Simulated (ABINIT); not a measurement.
ABINIT run on Zr3Cu (Pm-3m, 4 atoms in the cell): self-consistent single point.

Level of theory: PBEsol, PAW (JTH v2.0 PBE PAW, files made for PBE) (plane waves; ABINIT 10.0.3).

```
CELL_PARAMETERS angstrom
      4.20847     0.00000     0.00000
      0.00000     4.20847     0.00000
      0.00000     0.00000     4.20847
ATOMIC_POSITIONS crystal
  Zr 0.50000 0.50000 0.00000
  Zr 0.00000 0.50000 0.50000
  Zr 0.50000 0.00000 0.50000
  Cu 0.00000 0.00000 0.00000
```

Reference input (self-consistent single point, DFT, PBEsol, plane waves, PAW (JTH v2.0 PBE PAW, files made for PBE)): pseudos = [Zr.GGA_PBE-JTH.xml, Cu.GGA_PBE-JTH.xml]; ecut = 30 Ha; pawecutdg = 60 Ha; ixc = -116133; occopt = 3; tsmear = 0.1 eV; ngkpt = 5 5 5; nshiftk = 1; shiftk = 0 0 0; potentials = JTH v2.0 PBE PAW; nband = 36; kptopt = 1. This run's input differs from it in these lines:

```diff
@@ -17,4 +17,4 @@
          0.0000000000    0.0000000000    0.0000000000
-ecut 30
-pawecutdg 60
+ecut 12
+pawecutdg 24
 ixc -116133
```

Output (repeated stretches shortened):

```
--- !BeginCycle
solver: {iscf: 17, nstep: 80, nline: 4, wfoptalg: 10, }
tolerances: {tolvrs: 1.00E-10, }
...

     iter   Etot(hartree)      deltaE(h)  residm     nres2
 ETOT  1  -335.71094182747    -3.357E+02 2.383E+01 2.791E+01
 ETOT  2  -340.78004804596    -5.069E+00 2.963E-02 3.328E+01
 ETOT  3  -340.36714304758     4.129E-01 4.223E-02 2.818E+00
 ETOT  4  -340.35487276506     1.227E-02 6.013E-03 1.685E+00
 ETOT  5  -340.34115900820     1.371E-02 9.860E-03 3.157E-01
   [... 12 lines left out ...]
 ETOT 18  -340.33660055452     1.370E-08 2.686E-05 1.179E-07
 ETOT 19  -340.33660055386     6.647E-10 3.837E-05 1.121E-08
 ETOT 20  -340.33660055383     2.422E-11 2.288E-05 4.437E-09
 ETOT 21  -340.33660055382     1.421E-11 3.192E-05 1.184E-11
 At SCF step   21       nres2   =  1.18E-11 < tolvrs=  1.00E-10 =>converged.

 Cartesian components of stress tensor (hartree/bohr^3)
  sigma(1 1)=  6.08693454E-05  sigma(3 2)=  0.00000000E+00
  sigma(2 2)=  6.08693454E-05  sigma(3 1)=  0.00000000E+00
  sigma(3 3)=  6.08693454E-05  sigma(2 1)=  0.00000000E+00

 ----iterations are completed or convergence reached----

 reduced coordinates (array xred) for    4 atoms
       0.500000000000      0.500000000000      0.000000000000
       0.000000000000      0.500000000000      0.500000000000
       0.500000000000      0.000000000000      0.500000000000
       0.000000000000      0.000000000000      0.000000000000
 cartesian forces (eV/Angstrom) at end:
    1     -0.00000000000000    -0.00000000000000    -0.00000000000000
   [... lines left out ...]
 Fermi (or HOMO) energy (hartree) =   0.41483   Average Vxc (hartree)=  -0.43462
   [... lines left out ...]
'-kT*entropy'       : -5.36575134168856E-03
total_energy        : -3.40336604257060E+02
total_energy_eV     : -9.26102998004776E+03
...

-Cartesian components of stress tensor (GPa)         [Pressure= -1.7908E+00 GPa]
- sigma(1 1)=  1.79083767E+00  sigma(3 2)=  0.00000000E+00
- sigma(2 2)=  1.79083767E+00  sigma(3 1)=  0.00000000E+00
- sigma(3 3)=  1.79083767E+00  sigma(2 1)=  0.00000000E+00

 Calculation completed.
```

The run converged in 21 iterations. 

The starting cell comes from a database of computed structures (which also holds hypothetical and non-ambient phases and stackings), without a prior relaxation at this level. Its lattice was rescaled by a random factor within 2.5 % of one. Spin polarisation is off. The potentials were made for another functional than the one used. At the lowered cutoff the pressure carries the error of an incomplete plane-wave basis.

These are the values that this program gave, and no reference: the one-centre exchange-correlation terms come from a truncated expansion.

Cost on one core of a shared machine: roughly 30 s.
